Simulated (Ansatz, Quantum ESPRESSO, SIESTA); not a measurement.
## One structure in several programs: MnAu (Cm, 2 atoms in the cell)

Self-consistent single point, at a second geometry (atoms moved at random). First geometry:

```
CELL_PARAMETERS angstrom
      3.20776     0.00000     0.00000
      0.00000     3.20776     0.00000
      0.00000     0.00000     3.20776
ATOMIC_POSITIONS crystal
  Mn 0.50000 0.50000 0.50000
  Au 0.00000 0.00000 0.00000
```
Moments meant for the start (each program seeds them in its own way; μB, in the order of the atoms Mn Au): 4.0 0.0.

Second geometry:
```
MnAu
1.0
    3.20776     0.00000     0.00000
    0.00000     3.20776     0.00000
    0.00000     0.00000     3.20776
Mn Au
1 1
Direct
  0.49780   0.50663   0.50668
  0.00219   0.99337   0.99332
```
Moments meant for the start (each program seeds them in its own way; μB, in the order of the atoms Mn Au): 4.0 0.0.

Shared settings, as Ansatz (a first-principles code) writes them: kpoints.mp_grid.grid = 10 10 10; scf.occupations.method = fermi_dirac; scf.occupations.width = 0.05 eV. Potentials and cutoffs stand in the table.

```json
[
 {"code": "Quantum ESPRESSO", "model": "LDA (PZ), GBRV 1.5 ultrasoft (LDA) pseudopotentials", "ΔF from the first geometry (meV/atom)": "3.3", "pressure (GPa)": "-11.36", "largest force (eV/Å)": "0.214", "size of the net moment (μB/atom)": "2.02", "cutoff": "50 Ry"},
 {"code": "Ansatz", "model": "LDA (PW92), PAW files made with PBE", "ΔF from the first geometry (meV/atom)": "3.3", "pressure (GPa)": "-11.16", "largest force (eV/Å)": "0.212", "size of the net moment (μB/atom)": "2.02", "cutoff": "420 eV"},
 {"code": "SIESTA", "model": "LDA PW92, numerical atomic orbitals DZP, PseudoDojo LDA standard norm-conserving potentials (rewritten from UPF to PSML)", "ΔF from the first geometry (meV/atom)": "4.0", "pressure (GPa)": "-13.94", "largest force (eV/Å)": "0.277", "size of the net moment (μB/atom)": "2.05", "cutoff": "grid 400 Ry"}
]
```

On Ansatz's run: spin-orbit coupling is off. With one magnetic atom in the cell only a parallel order is possible.

The spread over the programs that give each value: ΔF from the first geometry within 0.7 meV/atom; pressure within 2.78 GPa; largest force within 0.065 eV/Å; size of the net moment within 0.03 μB/atom.

SIESTA uses small atom-centred bases, whose incompleteness enters pressures, forces and empty levels differently from a plane-wave cutoff. Ansatz's pressure is given at a fixed set of plane waves, as the other plane-wave codes print theirs; with its correction for the finite basis it is -11.07 GPa. The same LDA comes in different parametrisations, which differ slightly. In the pressure, SIESTA (by 2.67) lies more than 1 GPa from the median of the plane-wave programs.

The starting cell comes from a database of computed structures (which also holds hypothetical and non-ambient phases and stackings), without a prior relaxation at this level. For this run, on top of that: atoms moved at random.

Keys are those of Ansatz 0.2.
